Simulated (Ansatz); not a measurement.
Take CdS in the wurtzite structure (space group P6_3mc, No. 186; a = 4.1962 Å, c = 6.8295 Å) as the base. Axes: x lies along a and z along c of the hexagonal cell.

The change: biaxial strain −1.20 %, plane normal [001], relaxed out of plane (Cartesian); in-plane vectors clamped, the third vector and the atoms free.

Method: PBE (Ansatz, a first-principles code, PAW, without spin-orbit coupling).

Base, band edges from the VBM (valence, conduction): K -1.51, 4.75; H -1.03, 4.30; M -0.69, 3.62; L -1.23, 3.46; A -0.36, 2.76; Γ 0.00, 1.11 eV.

Q: Give the band edges at the high-symmetry points of the new zone, measured from its valence-band maximum.

A: 
```
point  valence edge (eV)  conduction edge (eV)
-----  -----------------  --------------------
Γ                   0.00                  1.10
M                  -0.71                  3.59
K                  -1.57                  4.58
A                  -0.36                  2.80
L                  -1.25                  3.39
H                  -1.15                  4.22
```

The gap is 1.10 eV, direct at Γ.

Stability against distortions was not tested.
